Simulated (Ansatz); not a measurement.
**Hypothetical rutile SnS2, response to strain**

The reference is SnS2 in the rutile structure (space group P4_2/mnm, No. 136; a = 6.071 Å, c = 3.787 Å; a hypothetical phase, not in the database extracts checked). Axes: x, y, z lie along a, b, c of the conventional cell.

Strains are applied to the cell and any free atomic positions relax; under biaxial strain the out-of-plane vector relaxes too.

Calculations: Ansatz (a first-principles code) PBEsol, no SOC, earlier PAW set.

Notes on the quantities. pressure: mean of the normal stresses, compression positive.

| case | pressure | volume per atom | space group |
|---|---|---|---|
| base | 0.0 GPa | 23.26 Å³ | P4_2/mnm (No. 136) |
| biaxial strain −1.76 %, plane normal [001], relaxed out of plane | 0.8 GPa | 22.83 Å³ | P4_2/mnm (No. 136) |
| biaxial strain −1.03 %, plane normal [001], relaxed out of plane | 0.5 GPa | 23.01 Å³ | P4_2/mnm (No. 136) |
| biaxial strain −0.71 %, plane normal [001], relaxed out of plane | 0.3 GPa | 23.08 Å³ | P4_2/mnm (No. 136) |
| isotropic strain +2.80 % | -4.6 GPa | 25.27 Å³ | P4_2/mnm (No. 136) |
| uniaxial strain ε_xx = −1.17 % | -1.6 GPa | 22.99 Å³ | Pnnm (No. 58) |
| uniaxial strain ε_xx = −0.51 % | -1.9 GPa | 23.14 Å³ | Pnnm (No. 58) |
| tensor shear ε_xy = +1.81 % | 0.1 GPa | 23.26 Å³ | Cmmm (No. 65) |

The mesh was chosen for an insulator and is coarse for the gapless case. Whether these cells are dynamically stable was not tested. All final runs are without spin polarisation. Under uniaxial strain ε_xx = −1.17 % and uniaxial strain ε_xx = −0.51 % the cell ends below the base's energy or with stress of the wrong sign: the atoms slid into a distortion or the cell is elastically unstable, so the base is not a stable minimum at this level.
